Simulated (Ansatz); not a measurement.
SiO₂ (Imma, No. 74, 12 atoms in the cell; start mp-600000; a measured phase of this formula has another space group), treated with LDA in Ansatz (plane waves, PAW).

Run with plane-wave cutoff 520 eV, 8×8×8 k mesh, Fermi–Dirac smearing 0.01 eV, scalar-relativistic PAW data made under PBE.

Cell (relaxed at this level):

O$_{2}$Si has the orthorhombic space group Imma (No. 74), Pearson symbol oI24. Cell: a = 5.2308 Å, b = 9.4368 Å, c = 8.8872 Å, α = β = γ = 90.00°. Si on 8h sees 4 O at 1.593–1.606 Å (tetrahedral). O1 on 4e is surrounded by 2 Si at 1.606 Å (bent). O2 on 8g is coordinated by 2 Si at 1.605 Å (bent). O3 on 4a has 2 Si at 1.593 Å (linear). (Neighbours: up to the widest gap in distance over summed covalent radii, below 1.35, at either atom.)
(The calculation used a cell of 12 atoms; values per cell refer to that cell.)

### Question
Estimate the band gap that the calculation returns.

### Answer

- band gap: 5.43 eV (direct)

Computing time: roughly 90 core-seconds.

A start named mp-… is a Materials Project structure, which need not be a measured phase.

Ansatz is an electronic-structure program.
